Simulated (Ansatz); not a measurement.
Take SiC in the wurtzite structure (space group P6_3mc, No. 186; a = 3.0564 Å, c = 5.0158 Å) as the base. Axes: x lies along a and z along c of the hexagonal cell.

All numbers come from LDA, PAW, 420 eV (Ansatz, an electronic-structure program; without spin-orbit coupling).

It is then changed as follows: every lattice vector is shortened by 3.00 %, atoms relaxed at fixed cell.

Q: Predict the stress tensor and what it implies for the stiffness.

A: Stress of the strained cell less that of the base (GPa, compression positive):
```
  25.25    0.00    0.00
   0.00   25.25    0.00
   0.00    0.00   24.77
```

Then B = −ΔP/(ΔV/V₀) with ΔV/V₀ = -0.0873 gives secant stiffness values (nonlinear terms included at this strain): B (at held cell shape, above the free-shape value) ≈ 287 GPa.

As a check, the harmonic strain energy −½ V₀ Δσ:ε is 71 meV/atom; the computed energy rise is 64 meV/atom.

Whether these cells are dynamically stable was not tested.
